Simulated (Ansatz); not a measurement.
The starting structures come from a database of crystals and need not be the phases stable at ambient conditions.

 Where the default PAW files enter, the runs use the earlier of Ansatz's two default sets.

The decay constant κ of evanescent states in the gap governs leakage through a thin film.

```
MgCl2H4O2
1.0
    3.65654     0.19085     0.00000
    1.99267     7.34419     0.00000
   -0.83193     3.57667     4.23462
Mg H Cl O
1 4 2 2
Direct
  0.00000   0.00000   0.00000
  0.38373   0.77721   0.61880
  0.61627   0.22279   0.38120
  0.23507   0.60398   0.61880
  0.76493   0.39602   0.38120
  0.32853   0.24267   0.00000
  0.67147   0.75733   0.00000
  0.23976   0.76024   0.47953
  0.76024   0.23976   0.52047
```

Space group of this cell: C2/m. The cell was relaxed by PBE-D3(BJ); by r2SCAN its mean pressure is -0.7 GPa.

Transport runs along the normal of the first two printed cell vectors.

No gap correction and no spin-orbit coupling; mid-gap values are interpolated between computed energies.

**Question.** Compute, with Ansatz (a first-principles code) with r2SCAN, the band gap and the smallest decay constant κ at mid-gap.

**Answer.** Gap 6.20 eV on a 10×10×10 mesh; κ = 0.420 1/Å, at the zone centre.
